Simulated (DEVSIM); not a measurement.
Structure: Ti/SiO2/p-GaSb capacitor, at 300 K.

| layer (left to right) | material | thickness (nm) | Na (cm⁻³) |
|---|---|---|---|
| 1 | SiO2 | 21.0 | - |
| 2 | GaSb | 7600 | 6.2e15 |

Metal gate on the left, work function 4.33 eV. Fixed charge at the semiconductor interface 0 cm⁻² (in units of +e); no interface traps.

The device is made up for the run: typed textbook-type constants, with dimensions and the other settings drawn at random. Values at 300 K; Nc and Nv go as T^1.5, mobilities as T to minus their exponent, the gap by Varshni's rule with the affinity fixed.

| parameter | SiO2 | GaSb |
|---|---|---|
| gap (eV) | 9 | 0.726 |
| affinity (eV) | 0.9 | 4.06 |
| permittivity | 3.9 | 15.7 |
| Nc (cm⁻³) | - | 2.1e17 |
| Nv (cm⁻³) | - | 1.8e19 |
| Varshni α (eV/K) | - | 0.00042 |
| Varshni β (K) | - | 140 |

DEVSIM, 1D Poisson equation in equilibrium, Boltzmann statistics, complete ionisation; no quantum confinement or tunnelling. Metal contacts follow the ideal Schottky-Mott rule: no Fermi-level pinning, no interface dipoles.

Base results: flat-band voltage (V) -0.25; capacitance of the dielectric stack (μF/cm²) 0.164; minimum of the low-frequency capacitance (μF/cm²) 0.0376; threshold voltage (band bending 2φF) (V) 0.39.

Question: What follows from this one change: substrate doping 6.2e+15 → 3.1e+15 cm^-3?

Answer: flat-band voltage -0.25 → -0.23 V; capacitance of the dielectric stack little changed (0.164 μF/cm²); minimum of the low-frequency capacitance 0.0376 → 0.0297 μF/cm²; threshold voltage (band bending 2φF) 0.39 → 0.30 V.

Question: What follows from this one change: temperature 300 → 450 K?

Answer: flat-band voltage -0.25 → -0.07 V; capacitance of the dielectric stack little changed (0.164 μF/cm²); minimum of the low-frequency capacitance 0.0376 → 0.0655 μF/cm²; threshold voltage (band bending 2φF) 0.39 → 0.24 V.

Question: What follows from this one change: SiO2 thickness 0.021 → 0.0084 μm?

Answer: flat-band voltage little changed (-0.25 V); capacitance of the dielectric stack 0.164 → 0.411 μF/cm²; minimum of the low-frequency capacitance 0.0376 → 0.0444 μF/cm²; threshold voltage (band bending 2φF) 0.39 → 0.26 V.

Question: What follows from this one change: interface trap density 0 → 1e+10 cm^-2 eV^-1?

Answer: flat-band voltage little changed (-0.25 V); capacitance of the dielectric stack little changed (0.164 μF/cm²); minimum of the low-frequency capacitance 0.0376 → 0.0385 μF/cm²; threshold voltage (band bending 2φF) little changed (0.39 V).
